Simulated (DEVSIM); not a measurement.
## Ge n-p junction from an implanted or diffused profile

Structure: Ge n-p junction from an implanted or diffused profile, at 300 K.

```
layer (left to right)  material  thickness (μm)  Na (cm⁻³)  τn (s)  τp (s)
---------------------  --------  --------------  ---------  ------  ------
1                            Ge            41.0     7.7e14  1.9e-7  1.9e-7
```

Added donor profile: 2e16 cm⁻³ × exp(−(x − 0.041 μm)²/(2·(0.035 μm)²)). Left contact: ohmic. Right contact: ohmic. Voltage is applied to the left contact. Recombination: SRH at mid-gap, radiative, Auger. Mobility is constant in doping.

This is a model device: material constants are rounded textbook-type values typed into the input, and sizes, dopings and lifetimes were drawn at random. Values at 300 K.

```tsv
parameter	Ge
gap (eV)	0.664
affinity (eV)	4
permittivity	16
Nc (cm⁻³)	1.04e19
Nv (cm⁻³)	6e18
μn (cm²/Vs)	3900
μp (cm²/Vs)	1900
B (cm³/s)	6.4e-14
Cn (cm⁶/s)	1e-31
Cp (cm⁶/s)	1e-31
```

Simulated with DEVSIM: 1D drift-diffusion, Boltzmann statistics, complete ionisation; no tunnelling, impact ionisation, image-force lowering or self-heating.

| Property | Result |
|---|---|
| Potential step across the device at zero bias | 0.251 V |
| Dark forward voltage at 1 A/cm² | 0.102 V |
| Dark forward voltage at 100 A/cm² | 0.749 V |

Dark forward current:

```json
[
 {"V (V)": "-0.05", "J (A/cm²)": "-0.20"},
 {"V (V)": "-0.15", "J (A/cm²)": "-2.7"},
 {"V (V)": "-0.20", "J (A/cm²)": "-5.3"},
 {"V (V)": "-0.30", "J (A/cm²)": "-13"},
 {"V (V)": "-0.40", "J (A/cm²)": "-25"},
 {"V (V)": "-0.45", "J (A/cm²)": "-33"},
 {"V (V)": "-0.55", "J (A/cm²)": "-51"},
 {"V (V)": "-0.65", "J (A/cm²)": "-73"},
 {"V (V)": "-0.75", "J (A/cm²)": "-100"},
 {"V (V)": "-0.80", "J (A/cm²)": "-120"},
 {"V (V)": "-0.90", "J (A/cm²)": "-150"},
 {"V (V)": "-1.00", "J (A/cm²)": "-190"},
 {"V (V)": "-1.05", "J (A/cm²)": "-210"},
 {"V (V)": "-1.15", "J (A/cm²)": "-250"}
]
```
